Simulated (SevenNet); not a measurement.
## Fluorite PbF2 (high-temperature phase)

These are the machine-learned potential SevenNet-0 (trained on PBE and PBE+U data) values and carry that method's errors.

Cell (relaxed at this level):

```yaml
crystal:
  lattice:
    - [0.00000, 3.00059, 3.00059]
    - [3.00059, 0.00000, 3.00059]
    - [3.00059, 3.00059, 0.00000]
  atoms:
    - { symbol: Pb, position: [0.00000, 0.00000, 0.00000] }
    - { symbol: F, position: [0.25000, 0.25000, 0.25000] }
    - { symbol: F, position: [0.75000, 0.75000, 0.75000] }
```

```
Property                                Value
------------------------------  -------------
equilibrium lattice constant a        6.001 Å
equilibrium volume per atom     18.01 Å³/atom
```

Measured, for comparison: lattice constant a 5.94 Å, equilibrium volume per atom 17.46 Å³/atom (temperature not stated, not corrected to a static lattice; as tabulated in Cadelano and Cappellini (2011), arXiv:1107.5962). Computed (rounded) less measured: lattice constant a +1.0 %, equilibrium volume per atom +3.2 %.

A machine-learned potential is trained on density-functional data: it inherits that level's misses and adds fitting errors of its own.
